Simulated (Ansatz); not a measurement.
The structure below was relaxed with Kohn–Sham DFT with the r2SCAN functional, run in Ansatz (a first-principles code) with PAW and 500 eV plane waves, scalar-relativistic without spin-orbit coupling.

Space group F-43m (No. 216); a = 4.498 Å, b = 4.498 Å, c = 4.498 Å, α = 90.00°, β = 90.00°, γ = 90.00°

| atom | site | symmetry | x | y | z |
|---|---|---|---|---|---|
| N | 4c | -43m | 0.2500 | 0.2500 | 0.2500 |
| Ga | 4a | -43m | 0.0000 | 0.0000 | 0.0000 |

Problem. Write out a cell with all atoms.

Solution. 
```
GaN
1.0
    4.49785     0.00000     0.00000
    0.00000     4.49785     0.00000
    0.00000     0.00000     4.49785
N Ga
4 4
Direct
  0.25000   0.25000   0.25000
  0.25000   0.75000   0.75000
  0.75000   0.25000   0.75000
  0.75000   0.75000   0.25000
  0.00000   0.00000   0.00000
  0.00000   0.50000   0.50000
  0.50000   0.00000   0.50000
  0.50000   0.50000   0.00000
```
This is the conventional cell.

No phonon test of stability was made. The cell was made from GaAs by this change: As → N. This is not the structure that GaN has at room temperature and ambient pressure.
